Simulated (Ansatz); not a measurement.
The starting structures come from a database of crystals and need not be the phases stable at ambient conditions.

 Where the default PAW files enter, the runs use the earlier of Ansatz's two default sets.

Crystal: CaWO4 (I4_1/a, not sure to be the ambient phase, 12 atoms a cell, 13.1 Å³ an atom, -2 GPa at this level); planes in its conventional cell.

The numbers are results of r2SCAN (plane waves, PAW; Ansatz, a program for electronic structure), not measurements.

No gap correction and no spin-orbit coupling; mid-gap values are interpolated between computed energies.

| plane | area of the cell (Å²) | mid-gap κ (1/Å) | largest κ in the gap (1/Å) |
|---|---|---|---|
| (110) | 42.2 | 0.52 | 0.52 |
| (001) | 27.6 | … | … |

**Question.** The slowest decay depends on the direction. Supply the withheld values.

**Answer.** 
- (001), mid-gap κ (1/Å): 0.56
- (001), largest κ in the gap (1/Å): 0.57
